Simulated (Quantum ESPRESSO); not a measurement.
Troubleshooting Quantum ESPRESSO: a failed run on Hf₆Al₁₆Pd₇ (Fm-3m, 29 atoms in the cell). The aim is a self-consistent single point with DFT, LDA (PZ), plane waves, GBRV 1.5 ultrasoft (LDA) pseudopotentials.

This input was run:

```fortran
&CONTROL
   calculation = 'scf',
   prefix = 'Hf6Al16Pd7',
   outdir = './tmp',
   pseudo_dir = './',
   tprnfor = .true.,
   tstress = .true.,
/
&SYSTEM
   ibrav = 2,
   A = 12.30320000,
   nat = 29,
   ntyp = 3,
   ecutwfc = 40.0,
   ecutrho = 320,
   occupations = 'smearing',
   smearing = 'mp',
   degauss = 0.0099958,
/
&ELECTRONS
   conv_thr = 1.0d-10,
   mixing_beta = 0.4,
/
ATOMIC_SPECIES
Hf   178.4900  hf_lda_v1.uspp.F.UPF
Al    26.9815  al_lda_v1.uspp.F.UPF
Pd   106.4200  pd_lda_v1.4.uspp.F.UPF
ATOMIC_POSITIONS {bohr}
Hf  -11.62483923   11.62483923   15.87162549
Hf  -11.62483923   11.62483923    7.37805296
Hf  -11.62483923   15.87162549   11.62483923
Hf  -11.62483923    7.37805296   11.62483923
Hf  -15.87162549   11.62483923   11.62483923
Hf   -7.37805296   11.62483923   11.62483923
Al  -14.42247304   14.42247304   20.45204465
Al   -8.82720542    8.82720542    2.79763381
Al   -2.79763381    8.82720542    8.82720542
Al  -20.45204465   14.42247304   14.42247304
Al  -20.45204465   20.45204465   20.45204465
Al   -2.79763381    2.79763381    2.79763381
Al   -8.82720542    2.79763381    8.82720542
Al  -14.42247304   20.45204465   14.42247304
Al   -7.76841506    7.76841506   15.48126339
Al  -15.48126339   15.48126339    7.76841506
Al   -7.76841506   15.48126339   15.48126339
Al  -15.48126339    7.76841506    7.76841506
Al  -15.48126339   15.48126339   15.48126339
Al   -7.76841506    7.76841506    7.76841506
Al  -15.48126339    7.76841506   15.48126339
Al   -7.76841506   15.48126339    7.76841506
Pd    0.00000000    0.00000000    0.00000000
Pd   -5.81241961    5.81241961    0.00000000
Pd   -5.81241961    5.81241961   11.62483923
Pd   -5.81241961    0.00000000    5.81241961
Pd   -5.81241961   11.62483923    5.81241961
Pd    0.00000000    5.81241961    5.81241961
Pd  -11,62483923    5,81241961    5,81241961
K_POINTS {automatic}
3 3 3  1 1 1
```

Output, abridged:

```
     This program is part of the open-source Quantum ESPRESSO suite
     for quantum simulation of materials; please cite

[eval_infix.c] A parsing error occurred
helper string:
-11,62483923
error code:
Error: invalid token: ,

 %%%%%%%%%%%%%%%%%%%%%%%%%%%%%%%%%%%%%%%%%%%%%%%%%%%%%%%%%%%%%%%%%%%%%%%%%%%%%%
     Error in routine card_atomic_positions (1):
     Error while parsing atomic position card.
 %%%%%%%%%%%%%%%%%%%%%%%%%%%%%%%%%%%%%%%%%%%%%%%%%%%%%%%%%%%%%%%%%%%%%%%%%%%%%%

     stopping ...
```

Question: From the messages shown, name the fault and mend the input.

Answer: The fault is decimal commas. The program does not read a comma as a decimal mark. To fix it, use decimal points. The program stopped before any SCF iteration.

An input that runs soundly differs in these lines (not the only fix; some lines may just follow from the change or write a value another way):
```diff
-   ecutwfc = 40.0,
+   ecutwfc = 40,
-Pd  -11,62483923    5,81241961    5,81241961
+Pd  -11.62483923    5.81241961    5.81241961
```

With that input, the run converged in 20 iterations: free energy E − TS -33346.5272 eV; Fermi level (on the code's own zero) 12.97 eV; pressure -4.89 GPa; largest force (vector length) 0.227 eV/Å (DFT, LDA (PZ), plane waves, GBRV 1.5 ultrasoft (LDA) pseudopotentials).

On the sound input: the starting cell comes from a database of computed structures (which also holds hypothetical and non-ambient phases and stackings), without a prior relaxation at this level. Spin polarisation is off. With a pressure of about -5 GPa the cell is away from its equilibrium volume at this level.
